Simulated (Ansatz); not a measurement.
Hypothetical cubic perovskite NaCaF3, response to strain

The parent structure is NaCaF$_{3}$ in the cubic perovskite structure (space group Pm-3m, No. 221; a = 4.372 Å; a hypothetical phase, not in the database extracts checked). Axes: x, y, z lie along the cube axes.

Strains are applied to the cell and any free atomic positions relax; under biaxial strain the out-of-plane vector relaxes too.

All numbers come from Ansatz (a quantum-chemistry and plane-wave program) PBEsol, spin-orbit coupling left out.

Notes on the quantities. pressure: mean of the normal stresses, compression positive.

```json
[
 {"change": "base", "smallest direct gap": "5.26 eV", "band gap": "5.11 eV", "pressure": "0.00 GPa"},
 {"change": "biaxial strain +0.38 %, plane normal [001], relaxed out of plane", "smallest direct gap": "…", "band gap": "5.09 eV", "pressure": "-0.33 GPa"},
 {"change": "isotropic strain +2.13 %", "smallest direct gap": "5.13 eV", "band gap": "4.94 eV", "pressure": "…"},
 {"change": "uniaxial strain ε_zz = +4.55 %", "smallest direct gap": "…", "band gap": "…", "pressure": "-1.93 GPa"}
]
```

Q: What belongs in the blanks?

A: 
- biaxial strain +0.38 %, plane normal [001], relaxed out of plane, smallest direct gap: 5.25 eV
- isotropic strain +2.13 %, pressure: -2.90 GPa
- uniaxial strain ε_zz = +4.55 %, smallest direct gap: 5.16 eV
- uniaxial strain ε_zz = +4.55 %, band gap: 4.99 eV

No phonon test of stability was made. Many cubic perovskites are stable only at high temperature; tilts and polar distortions were not tested.
